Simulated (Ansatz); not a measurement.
## InP (model structure, started from the CsCl type, Pm-3m, No. 221, 2 atoms in the cell)

Computed with r²SCAN in Ansatz (plane waves, PAW).

Settings: plane-wave cutoff 560 eV, 18×18×18 k mesh, Fermi–Dirac smearing 0.05 eV, scalar-relativistic PAW data made under PBE.

Cell (relaxed at this level):

```
CELL_PARAMETERS angstrom
      3.42412     0.00000     0.00000
      0.00000     3.42412     0.00000
      0.00000     0.00000     3.42412
ATOMIC_POSITIONS crystal
  In 0.00000 0.00000 0.00000
  P  0.50000 0.50000 0.50000
```

- band gap: zero (no gap)
- bulk modulus: 71.0 GPa

Note: the bulk modulus is −V dP/dV from two relaxed cells at ±2 % in volume; the relaxation could raise the start's symmetry but not lower it, so the cell can be a saddle point.

Spin–orbit coupling is not included; it can open a gap where bands touch, and shift volumes and moduli.

It cost around 100 core-seconds (rough) of CPU time.

A model structure was made by putting elements into a prototype or built by hand; it is no filed structure, need not be a known phase, and can be a saddle point held by its symmetry.

Ansatz is an electronic-structure program.
